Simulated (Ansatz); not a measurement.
## Hf3Si (model structure, started from the A15 type, Pm-3n, No. 223, 8 atoms in the cell): lattice parameter a by level of theory

No measured value is used here.

```tsv
level (code)	value (Å)
PBE (Ansatz)	5.399
PBEsol (Ansatz)	5.327
PBE-D3(BJ) (Ansatz)	___
```

### Question
Some entries are withheld; supply them.

### Answer

- PBE-D3(BJ) (Ansatz, a quantum-chemistry and plane-wave program), value (Å): 5.339

Density-functional levels without +SOC have no spin–orbit coupling. Ansatz's density-functional and Hartree–Fock values are scalar-relativistic unless marked +SOC, with PAW data made under PBE.

A model structure was made by putting elements into a prototype or built by hand; it is no filed structure, need not be a known phase, and can be a saddle point held by its symmetry.
